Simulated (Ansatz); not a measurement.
**Hf5Ge3 (P6₃/mcm, No. 193, 16 atoms in the cell; start mp-1739)**

Calculation: LDA in Ansatz (plane waves, PAW).

Run with plane-wave cutoff 500 eV, 6×6×8 k mesh (along the axes of the cell as run), Fermi–Dirac smearing 0.05 eV, scalar-relativistic PAW data made under PBE.

Cell (relaxed at this level):

Hf5Ge3 is modelled in the hexagonal space group P6₃/mcm (No. 193), Pearson symbol hP16. Cell: a = 7.8401 Å, b = 7.8401 Å, c = 5.4299 Å, α = 90.00°, β = 90.00°, γ = 120.00°. Hf1 on 4d is surrounded by 6 Ge at 2.777 Å. Hf2 on 6g is surrounded by 5 Ge at 2.683–2.923 Å. Ge on 6g is surrounded by 9 Hf at 2.683–2.923 Å. (Neighbours: up to the widest gap in distance over summed covalent radii, below 1.35, at either atom; cation-cation and far metal-metal contacts left out.)

```yaml
band_gap: none
```

Note: the relaxation could not lower the start's symmetry, so the cell can be a saddle point above a distorted one.

Spin–orbit coupling is not included.

A start named mp-… is a Materials Project structure, which need not be a measured phase.

Ansatz is a quantum-chemistry and plane-wave program.
